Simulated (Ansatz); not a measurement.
Worked example: self-consistent single point of Hg (Imma, 2 atoms in the cell) in Ansatz (a quantum-chemistry and plane-wave program).

Method of the run: LDA (PW92), default PAW files made with PBE (plane waves; Ansatz).

```yaml
crystal:
  lattice:
    - [-2.91511, 2.91511, 1.56469]
    - [2.91511, -2.91511, 1.56469]
    - [2.91511, 2.91511, -1.56469]
  atoms:
    - { symbol: Hg, position: [0.76598, 0.26598, 0.50000] }
    - { symbol: Hg, position: [0.00000, 0.00000, 0.00000] }
```

Reference input (self-consistent single point, DFT, LDA (PW92), plane waves, default PAW files made with PBE): basis.ecutwfc = 30.9 Ry; kpoints.mp_grid.grid = 8 8 8; hamiltonian.xc = lda; hamiltonian.pseudopotentials = {kind: paw} (the program's default PAW files); scf.occupations.method = gaussian; scf.occupations.width = 0.0073 Ry. This run's input differs from it in these lines:

Ansatz 0.2 input:
```diff
@@ -9,3 +9,3 @@
 basis:
-  ecutwfc: 30.9 Ry
+  ecutwfc: 24.6 Ry
 kpoints:
```

Log, with long lists cut:

```
SCF iter   1: F=—  HF=-27044.731414 eV  |F-HF|=—  |Δ(HF+E_count)|=         —  Δρ=5.06e-3  dr2=1.26e-2  ethr=1.77e-3  ⟨swp⟩=5.7  Hψ=8809  notcnv=0
all-band conjugate gradients solve this SCF's bands
preconditioner: auto → Kerker (q_TF=auto, 2.602 Å⁻¹)
SCF iter   2: F=—  HF=-27044.728652 eV  |F-HF|=—  |Δ(HF+E_count)|=   2.76e-3  Δρ=2.09e-3  dr2=1.97e-3  ethr=3.15e-5  ⟨swp⟩=2.4  Hψ=3989  notcnv=0
SCF iter   3: F=—  HF=-27044.728000 eV  |F-HF|=—  |Δ(HF+E_count)|=   6.52e-4  Δρ=5.34e-4  dr2=5.96e-5  ethr=4.92e-6  ⟨swp⟩=2.1  Hψ=3286  notcnv=0
SCF iter   4: F=—  HF=-27044.728015 eV  |F-HF|=—  |Δ(HF+E_count)|=   1.46e-5  Δρ=5.27e-5  dr2=7.32e-7  ethr=1.49e-7  ⟨swp⟩=2.3  Hψ=3746  notcnv=0
iter 5 did not close the SCF: its close was put off for the readings that it lacked (scf_convergence_deferred on its scf_iter line)
SCF iter   5: F=-27044.728015 eV  HF=-27044.728015 eV  |F-HF|=3.20e-9  |Δ(HF+E_count)|=   4.88e-8  Δρ=1.18e-5  dr2=5.49e-8  ethr=1.83e-9  ⟨swp⟩=2.5  Hψ=4054  notcnv=0
SCF iter   6: F=-27044.728015 eV  HF=-27044.728015 eV  |F-HF|=1.46e-10  |Δ(HF+E_count)|=   1.21e-8  Δρ=1.85e-6  dr2=1.68e-9  ethr=1.37e-10  ⟨swp⟩=1.4  Hψ=7215  notcnv=0
SCF 1 converged in 6 iterations: F = -27044.728015 eV  dr2 = 1.68e-9
Free energy (F): -27044.728015 eV
Internal energy: -27044.724662 eV  (E = F + TS)
E sigma→0 (E₀):  -27044.726339 eV
Entropy (-TS):   -0.003352 eV (-1.676 meV/atom)
Fermi energy:    12.329539 eV
--- Forces (eV/Å), atoms counted from 1 ---
  atom   1  Hg     0.00000000     0.00000000     0.00524925
  atom   2  Hg     0.00000000     0.00000000    -0.00524925
--- Stress (GPa, compression-positive) ---
       -4.273082       0.000000       0.000000
        0.000000      -4.223368       0.000000
        0.000000       0.000000      -4.816509
  P = ⅓ Tr σ = -4.4377 GPa (-44.377 kbar)
  The stress holds the Pulay correction. Without it, at fixed plane waves, as pw.x and ABINIT print it: P = -5.8262 GPa
```

The run converged in 6 iterations. Against the reference run the free energy rises by 14.7 meV/atom, the pressure hardly changes (-4.47 to -4.44 GPa) and the largest force stays at 0.005 eV/Å.

The starting cell comes from a database of computed structures (which also holds hypothetical and non-ambient phases and stackings), without a prior relaxation at this level. Its lattice was rescaled by up to half a per cent. One atom was moved a little off its site on purpose. Ansatz's pressure includes its estimate of the finite-basis (Pulay) stress. Without the estimate this run gives -5.83 GPa. The cutoff lies below the one recommended for these files.
